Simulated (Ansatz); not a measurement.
F on the 1x1 (110) surface of bcc W, one in a 2x2 cell, energies for each (28.7 Å²). Energies are against ½ F2(g), without zero-point or thermal terms; each row is named by its start.

All values below come from PBE (plane waves to 420 eV, PAW; Ansatz, a quantum-chemistry and plane-wave program).

Set-up: 17 atoms, 6.6 Å thick at the start under the adsorbate (thin: gaps and levels are the slab's own); mesh 6x6x1; 0.1 eV smearing; dipole correction on; 8 atoms held, the rest relaxed; each run with such symmetry as its start has; no spin, no spin-orbit, no U, no dispersion correction.

A negative adsorption energy means that the adsorbate is more stable on the surface than in its reference. Heights count from the host atoms within 0.3 Å of the top one.

```
starting site            E_ads (eV)  height (Å)  nearest host atom (Å)  bonded to  Δ work function (eV)  lateral drift (Å)
-----------------------  ----------  ----------  ---------------------  ---------  --------------------  -----------------
top W                         -3.77        1.89                 W 1.89          W                  0.64                0.0
hollow W-W-W                  -3.70        1.54                 W 2.10        3 W                  0.01                0.3
bridge W-W (span 2.8 Å)       -3.78        1.68                 W 2.15        2 W                  0.21                0.0
bridge W-W (span 3.2 Å)       -3.26        1.50                 W 2.20        2 W                 -0.19                0.0
```
